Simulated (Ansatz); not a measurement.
The structure below was relaxed with r2SCAN (Ansatz, an electronic-structure program, PAW, spin-orbit coupling left out).

```
Ca
1.0
    3.93586     0.00000     0.00000
   -1.96793     3.40855     0.00000
    0.00000     0.00000     6.47175
Ca
2
Cartesian
  0.00000   2.27237   4.85382
  1.96793   1.13618   1.61794
```

Find the space group and the Wyckoff positions.

Space group P6₃/mmc (No. 194); a = 3.936 Å, b = 3.936 Å, c = 6.472 Å, α = 90.00°, β = 90.00°, γ = 120.00°

| atom | site | symmetry | x | y | z |
|---|---|---|---|---|---|
| Ca | 2d | -6m2 | 0.6667 | 0.3333 | 0.2500 |

Describe the coordination.

The crystal has 2 atoms in its conventional cell. Conventional cell: a = b = 3.936 Å, c = 6.472 Å, α = β = 90.00°, γ = 120.00°. Ca has 12 Ca at 3.936–3.954 Å (anticuboctahedral). (Neighbours: up to the widest gap in distance over summed covalent radii, below 1.35, at either atom.)

No phonon test of stability was made. The cell was made from Lu by this change: Lu → Ca; the result is a model cell. This is not the structure that Ca has at room temperature and ambient pressure.
